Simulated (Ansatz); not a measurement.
Hypothetical cubic perovskite TlCdBr3 under a change: uniaxial strain ε_zz = +2.25 %

The reference is TlCdBr3 in the cubic perovskite structure (space group Pm-3m, No. 221; a = 5.463 Å; a hypothetical phase, not in the database extracts checked). Axes: x, y, z lie along the cube axes.

Modification: uniaxial strain ε_zz = +2.25 %, all other strain components held at zero; the atoms relax in the strained cell.

All numbers come from Ansatz (a program for electronic structure) r2SCAN, no spin-orbit coupling. Settings: 6×6×6 k-points, 0.05 eV Fermi–Dirac smearing.

Shortest interatomic distance: 5.161 bohr (base 5.161 bohr)
Energy relative to the base (free energy F): +2.7 meV/atom
Pressure (mean of the normal stresses, compression positive): -0.63 GPa (base 0.00 GPa)
Band gap: 1.45 eV (base 1.52 eV)
Gap character: indirect, A → Γ
Electron mass: 0.20 mₑ (at Γ) (base 0.20 mₑ (at Γ))
Stress (xx, yy, zz, yz, xz, xy; compression positive): (-0.39, -0.39, -1.12, 0.00, 0.00, 0.00) GPa

Final structure:

```yaml
crystal:
  lattice:
    - [5.46258, 0.00000, 0.00000]
    - [0.00000, 5.46258, 0.00000]
    - [0.00000, 0.00000, 5.58549]
  atoms:
    - { symbol: Tl, position: [0.00000, 0.00000, 0.00000] }
    - { symbol: Cd, position: [0.50000, 0.50000, 0.50000] }
    - { symbol: Br, position: [0.00000, 0.50000, 0.50000] }
    - { symbol: Br, position: [0.50000, 0.50000, 0.00000] }
    - { symbol: Br, position: [0.50000, 0.00000, 0.50000] }
```

With Tl present, leaving out spin-orbit coupling can change the band edges. Effective masses come from finite differences of ±0.01 Å⁻¹. Stability against distortions was not tested. Many cubic perovskites are stable only at high temperature; tilts and polar distortions were not tested. k-point labels follow each cell's own Brillouin zone.
